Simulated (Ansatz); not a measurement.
Ba₂BeN₂ (model structure, started from the Ca2ZnN2 type, I4/mmm, No. 139, 5 atoms in the cell) was calculated with G0W0@PBEsol (hard PAW, contour deformation; Ansatz, an electronic-structure program).

The cell is the one relaxed with PBEsol. Conventional cell: a = 4.0503 Å, b = 4.0503 Å, c = 12.0657 Å, α = 90.00°, β = 90.00°, γ = 90.00°.

The quasiparticle gap at Γ at a fixed k mesh 2×2×2:

| response cutoff | value (eV) |
|---|---|
| 100 eV, 413 empty bands | 1.490 |
| 150 eV, 758 empty bands | 1.616 |
| 200 eV, 1168 empty bands | 1.685 |
| 250 eV, 1632 empty bands | 1.723 |

Task: Taking the value to converge with the response cutoff E as E^(−3/2), extrapolate from the last two rows.

Result: With y = y∞ + c/w and weights w = 2828 and 3953 for the last two rows, y∞ = (w2 y2 − w1 y1)/(w2 − w1) = (3953 × 1.723 − 2828 × 1.685)/1125 = 1.819 eV, which lies 0.096 beyond the last row. Successive pairs of rows give 1.767, 1.813, 1.819. The limit also hangs on the law assumed, so its last digits aren't firm.

The other settings are not extrapolated, so this is the limit in one setting alone.

At the last cutoff the smallest gap on this mesh is 1.28 eV, with an edge away from Γ.

Spin–orbit coupling is not included.

A model structure was made by putting elements into a prototype or built by hand; it is no filed structure, need not be a known phase, and can be a saddle point held by its symmetry.
